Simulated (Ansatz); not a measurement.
**Te: response to strain**

Take Te (space group P3_121, No. 152; a = 4.624 Å, c = 5.904 Å; made of chains) as the base. Axes: x lies along a and z along c of the hexagonal cell.

Strains are applied to the cell and any free atomic positions relax; under biaxial strain the out-of-plane vector relaxes too.

Calculations: r2SCAN (Ansatz, a quantum-chemistry and plane-wave program; PAW; 500 eV plane waves; scalar-relativistic without spin-orbit coupling), earlier PAW set.

Notes on the quantities. pressure: mean of the normal stresses, compression positive.

```json
[
 {"case": "base", "band gap": "0.54 eV", "electron mass": "0.088 mₑ along c, 0.11 mₑ across (at H)", "pressure": "0.00 GPa", "smallest direct gap": "0.59 eV", "volume per atom": "36.44 Å³"},
 {"case": "biaxial strain −2.56 %, plane normal [001], relaxed out of plane", "band gap": "0.34 eV", "electron mass": "0.074 mₑ out of plane, 0.067 mₑ in plane (at H)", "pressure": "0.33 GPa", "smallest direct gap": "0.35 eV", "volume per atom": "35.11 Å³"},
 {"case": "biaxial strain −2.35 %, plane normal [001], relaxed out of plane", "band gap": "0.35 eV", "electron mass": "0.075 mₑ out of plane, 0.071 mₑ in plane (at H)", "pressure": "0.30 GPa", "smallest direct gap": "0.37 eV", "volume per atom": "35.22 Å³"},
 {"case": "biaxial strain +0.17 %, plane normal [001], relaxed out of plane", "band gap": "0.55 eV", "electron mass": "0.089 mₑ out of plane, 0.12 mₑ in plane (at H)", "pressure": "-0.02 GPa", "smallest direct gap": "0.61 eV", "volume per atom": "36.53 Å³"},
 {"case": "isotropic strain +2.82 %", "band gap": "0.49 eV", "electron mass": "0.097 mₑ along c, 0.14 mₑ across (at H)", "pressure": "-1.30 GPa", "smallest direct gap": "0.54 eV", "volume per atom": "39.61 Å³"},
 {"case": "isotropic strain +3.00 %", "band gap": "0.49 eV", "electron mass": "0.097 mₑ along c, 0.14 mₑ across (at H)", "pressure": "-1.36 GPa", "smallest direct gap": "0.54 eV", "volume per atom": "39.81 Å³"},
 {"case": "uniaxial strain ε_xx = −0.35 %", "band gap": "0.53 eV", "electron mass": "0.088 mₑ along z, 0.11 mₑ across (at H)", "pressure": "0.05 GPa", "smallest direct gap": "0.57 eV", "volume per atom": "36.31 Å³"},
 {"case": "uniaxial strain ε_xx = +1.08 %", "band gap": "0.56 eV", "electron mass": "0.13 mₑ along x, 0.12 mₑ along y, 0.091 mₑ along z (off the base's special points)", "pressure": "-0.14 GPa", "smallest direct gap": "0.60 eV", "volume per atom": "36.83 Å³"},
 {"case": "uniaxial strain ε_xx = +4.48 %", "band gap": "0.63 eV", "electron mass": "–", "pressure": "-0.49 GPa", "smallest direct gap": "0.66 eV", "volume per atom": "38.07 Å³"},
 {"case": "uniaxial strain ε_zz = −0.79 %", "band gap": "0.58 eV", "electron mass": "0.090 mₑ along z, 0.12 mₑ across (at H)", "pressure": "0.25 GPa", "smallest direct gap": "0.64 eV", "volume per atom": "36.15 Å³"}
]
```

With Te present, leaving out spin-orbit coupling can change the band edges. Effective masses come from finite differences of ±0.01 Å⁻¹. Stability against distortions was not tested. No dispersion term is included, though the crystal is made of layers, chains or molecules, so its spacings can come out too wide. k-point labels follow each cell's own Brillouin zone.
